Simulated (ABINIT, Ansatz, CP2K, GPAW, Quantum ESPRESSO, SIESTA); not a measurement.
Code comparison for Ba₃Bi₂ (Pm-3m, 5 atoms in the cell)

Self-consistent single point.

```xyz
5
Lattice="6.4628 0.0000 0.0000 0.0000 6.4628 0.0000 0.0000 0.0000 6.4628" Properties=species:S:1:pos:R:3 pbc="T T T"
Ba     0.0000     3.2314     3.2314
Ba     3.2314     0.0000     3.2314
Ba     3.2314     3.2314     0.0000
Bi     0.0000     0.0000     0.0000
Bi     3.2314     3.2314     3.2314
```

All programs got the same cell, k-point mesh and kind of occupations (in Ansatz's words: kpoints.mp_grid.grid = 5 5 5; scf.occupations.method = fermi_dirac; scf.occupations.width = 0.05 eV); potentials, basis and cutoffs are each program's usual ones.

```tsv
code	model	pressure (GPa)	k-points	cutoff
CP2K	LDA (Pade form), GPW, DZVP-MOLOPT-SR-GTH basis, GTH-PADE potentials (GTH_POTENTIALS)	0.02	63	grid 500 Ry
ABINIT	LDA (PW92), norm-conserving pseudopotentials (PseudoDojo nc-sr-04 LDA standard)	-0.69	10	35 Ha
Quantum ESPRESSO	LDA (PW92), PseudoDojo standard norm-conserving (LDA) pseudopotentials	-0.69	10	70 Ry
GPAW	LDA (Perdew-Wang 92), GPAW PAW datasets LDA (gpaw-data 1.0.1)	-0.49	10	600 eV
SIESTA	LDA PW92, numerical atomic orbitals DZP, PseudoDojo LDA standard norm-conserving potentials (rewritten from UPF to PSML)	3.64	63	grid 300 Ry
Ansatz	LDA (PW92), PAW files made with PBE	-0.66	10	default
```

The spread over the programs that give each value: pressure within 4.33 GPa.

The starting cell comes from a database of computed structures (which also holds hypothetical and non-ambient phases and stackings), without a prior relaxation at this level. Its lattice was rescaled by a random factor within 2.5 % of one. On Ansatz's run: Spin-orbit coupling is off.

Why do the programs differ, and what cannot be compared?

Differences of this kind can come from the potentials, where these differ, and from what each basis and cutoff leave unconverged. The valence holds different numbers of electrons (CP2K 40, ABINIT 60, Quantum ESPRESSO 60, GPAW 60, SIESTA 60, Ansatz (a quantum-chemistry and plane-wave program) 60). The zero of total energies and Fermi levels follows the potentials and each program's conventions, so they are not compared here. CP2K and SIESTA use small atom-centred bases, whose incompleteness enters pressures, forces and empty levels differently from a plane-wave cutoff. Ansatz's pressure is given at a fixed set of plane waves, as the other plane-wave codes print theirs. The programs reduce the same mesh by symmetry to different extents, which changes the work and not the result. In the pressure, SIESTA (by 4.31) lies more than 1 GPa from the median of the plane-wave programs.

Left out of this page: Elk and FLEUR (not drawn, or without a comparable value).

Keys are those of Ansatz 0.2.
